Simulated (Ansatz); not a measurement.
The parent structure is ZrO$_{2}$ in the fluorite structure (space group Fm-3m, No. 225; a = 5.089 Å).

Level of theory: r2SCAN/PAW in Ansatz (a quantum-chemistry and plane-wave program), spin-orbit coupling left out, earlier PAW set.

One change was made to it. Results:

The width of the top valence band stays essentially unchanged (1.67 eV against 1.68 eV); the valley order (the lowest conduction-band minima on the path, energy above the VBM, named in the base's zone) goes from Γ 3.89 eV; a point along ⟨110⟩, about 0.8 Å⁻¹ from Γ 4.29 eV; X along ⟨100⟩ 4.29 eV; L along ⟨111⟩ 4.49 eV to Γ 3.90 eV; a point along ⟨110⟩, about 0.8 Å⁻¹ from Γ 4.30 eV; X along ⟨100⟩ 4.30 eV; L along ⟨111⟩ 4.51 eV; the smallest direct gap goes up by 0.01 eV to 4.30 eV.

Problem. Which of these changes matches the shifts?
A. pressure 15 GPa
B. pressure 0.9 GPa
C. pressure 4.5 GPa
D. pressure 22.5 GPa

Solution. B, pressure 0.9 GPa. For comparison, the valley order in the other runs: pressure 15 GPa gives Γ 4.05 eV; a point along ⟨110⟩, about 0.9 Å⁻¹ from Γ 4.48 eV; X along ⟨100⟩ 4.49 eV; L along ⟨111⟩ 4.72 eV; pressure 22.5 GPa gives Γ 4.11 eV; a point along ⟨110⟩, about 0.9 Å⁻¹ from Γ 4.56 eV; X along ⟨100⟩ 4.58 eV; L along ⟨111⟩ 4.81 eV; pressure 4.5 GPa gives Γ 3.94 eV; a point along ⟨110⟩, about 0.8 Å⁻¹ from Γ 4.35 eV; X along ⟨100⟩ 4.35 eV; L along ⟨111⟩ 4.57 eV.

Load acts through the strain it causes; cell and atoms are relaxed under it. Whether these cells are dynamically stable was not tested. No other phases were tried under pressure. This is not the structure that ZrO2 has at room temperature and ambient pressure.
